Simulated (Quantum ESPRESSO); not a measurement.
## Convergence study of the k-point mesh for Sb (R-3m, 2 atoms in the cell)

```yaml
crystal:
  lattice:
    - [2.16578, -1.25041, 3.77545]
    - [0.00000, 2.50082, 3.77545]
    - [-2.16578, -1.25041, 3.77545]
  atoms:
    - { symbol: Sb, position: [0.23791, 0.23791, 0.23791] }
    - { symbol: Sb, position: [0.76650, 0.76650, 0.76650] }
```

Level of theory: PBEsol, PSlibrary PAW (PBE) pseudopotentials (plane waves; Quantum ESPRESSO 7.5).

Base settings: ecutwfc = 30 Ry; ecutrho = 180 Ry; occupations = smearing; smearing = fd; degauss = 0.0073499 Ry; input_dft = pbesol; potentials = {Sb: Sb.pbe-n-kjpaw_psl.1.0.0.UPF}; K_POINTS = automatic 9 9 9 0 0 0; conv_thr = 1e-11 Ry.

Only quantities that move along the ladder and can be compared are tabulated.

The count of work is k-points × plane waves × bands × iterations; it is no time. 

The starting cell has typed, rounded lattice constants, without a prior relaxation at this level. Its lattice was rescaled by up to half a per cent. One atom was moved a little off its site on purpose.

| K_POINTS | free energy less the last step's (meV/atom) | pressure (GPa) | largest difference of a force vector from the last step's (eV/Å) | count of work / last |
|---|---|---|---|---|
| automatic 2 2 2 0 0 0 | 998.20 | 4.32 | 1.911 | 0.0024 |
| automatic 3 3 3 0 0 0 | -49.32 | -0.76 | 0.304 | 0.0033 |
| automatic 4 4 4 0 0 0 | -22.21 | -1.57 | 0.259 | 0.0070 |
| automatic 5 5 5 0 0 0 | -19.20 | -1.66 | 0.140 | 0.010 |
| automatic 6 6 6 0 0 0 | -8.53 | -1.54 | 0.135 | 0.017 |
| automatic 7 7 7 0 0 0 | -9.97 | -1.56 | 0.046 | 0.024 |
| automatic 8 8 8 0 0 0 | -4.95 | -1.61 | 0.034 | 0.035 |
| automatic 9 9 9 0 0 0 | -3.94 | -1.58 | 0.022 | 0.046 |
| automatic 10 10 10 0 0 0 | -2.79 | -1.57 | 0.012 | 0.056 |
| automatic 11 11 11 0 0 0 | -2.28 | -1.59 | 0.002 | 0.079 |
| automatic 12 12 12 0 0 0 | -1.37 | -1.58 | 0.004 | 0.10 |
| automatic 13 13 13 0 0 0 | -1.15 | -1.58 | 0.003 | 0.13 |
| automatic 16 16 16 0 0 0 | -0.38 | -1.58 | 0.004 | 0.23 |
| automatic 20 20 20 0 0 0 | -0.04 | -1.57 | 0.003 | 0.43 |
| automatic 22 22 22 0 0 0 | 0.00 | -1.57 | 0.002 | 0.56 |
| automatic 27 27 27 0 0 0 | 0.00 | -1.57 | 0.000 | 1.0 |

Coarsest K_POINTS that holds the pressure within 1 GPa of the last step, with all finer ones: automatic 3 3 3 0 0 0, at 0.0033 of the last step's count of work; the step before is off by 5.9 GPa.

Coarsest K_POINTS that holds the free energy within 1 meV/atom of the last step, with all finer ones: automatic 16 16 16 0 0 0, at 0.23 of the last step's count of work; the step before is off by 1.1 meV/atom.

Coarsest K_POINTS that holds the forces within 0.01 eV/Å of the last step, with all finer ones: automatic 11 11 11 0 0 0, at 0.079 of the last step's count of work; the step before is off by 0.012 eV/Å.
